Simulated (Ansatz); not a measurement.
Base system: TiAl (space group P4/mmm, No. 123; a = 2.766 Å, c = 4.002 Å; relaxed with 0.1 eV smearing). Axes: x, y, z lie along a, b, c of the conventional cell.

Computed with DFT with LDA, PAW potentials and a 420 eV plane-wave cutoff in Ansatz (a quantum-chemistry and plane-wave program), scalar-relativistic without spin-orbit coupling.

Before the change:

| Item | Result |
|---|---|
| Shortest interatomic distance | 2.766 Å |

Perturbation: a pure shear with ε_xz = ε_zx = 0.0200, atoms relaxed at fixed cell.

Task: Estimate the effect on the stress and shortest interatomic distance.

Result: The stress (xx, yy, zz, yz, xz, xy; compression positive) is (0.2, 0.2, 0.3, 0.0, -5.0, 0.0) GPa; the shortest interatomic distance shrinks by 0.007 Å, from 2.766 Å to 2.759 Å.

The cells carry an imposed strain or load. Whether these cells are dynamically stable was not tested. The final runs are not spin-polarised.
